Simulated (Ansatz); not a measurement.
Start from Sr in the fcc (Cu type) structure (space group Fm-3m, No. 225; a = 6.100 Å).

The values are results of r2SCAN (Ansatz, an electronic-structure program, PAW, no SOC), earlier PAW set, not measurements.

For the base:

```
Item                   Value
-------------------  -------
Lattice parameter a  6.100 Å
```

Now apply this change: Mg takes the place of Sr on all its sites, then cell and atoms are relaxed.

Tabulated Pauling electronegativity and covalent radius: Sr 0.95, 1.95 Å; Mg 1.31, 1.41 Å.

**Question.** Predict the new lattice parameter a.

**Answer.** The lattice parameter a falls by 1.601 Å to 4.499 Å.

No phonon test of stability was made. For Mg in this form, whether it has been made was not checked. This is not the structure that Mg has at room temperature and ambient pressure.
